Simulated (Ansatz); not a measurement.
A computed series for Y: pressure series

Consider Y in the hcp (Mg type) structure (space group P6_3/mmc, No. 194; a = 3.6556 Å, c = 5.6787 Å).

Cell and atoms are relaxed at each pressure.

Levels (all Ansatz, a quantum-chemistry and plane-wave program, PAW): PBE (420 eV, without spin-orbit coupling); r2SCAN (500 eV, no spin-orbit coupling).

The base cell above is that of PBE; each level relaxes its own structures.

```
case              volume per atom, PBE  volume per atom, r2SCAN
----------------  --------------------  -----------------------
pressure −2 GPa               34.66 Å³                      ___
pressure −1 GPa               33.71 Å³                      ___
pressure 3 GPa                30.74 Å³                 31.30 Å³
pressure 7 GPa                28.54 Å³                      ___
pressure 15 GPa               25.41 Å³                      ___
pressure 30 GPa               21.76 Å³                 21.98 Å³
pressure 50 GPa               18.80 Å³                 18.85 Å³
pressure 75 GPa               16.43 Å³                 16.38 Å³
pressure 100 GPa              14.82 Å³                 14.74 Å³
```

Task: What belongs in the blanks?

Result: 
- pressure −2 GPa, volume per atom, r2SCAN: 35.31 Å³
- pressure −1 GPa, volume per atom, r2SCAN: 34.34 Å³
- pressure 7 GPa, volume per atom, r2SCAN: 29.08 Å³
- pressure 15 GPa, volume per atom, r2SCAN: 25.82 Å³

The two levels differ by at most about 0.65 Å³. They put the cases in the same order.

Load acts through the strain it causes; cell and atoms are relaxed under it. Stability against distortions was not tested. No other phases were tried under pressure. The final runs are not spin-polarised.
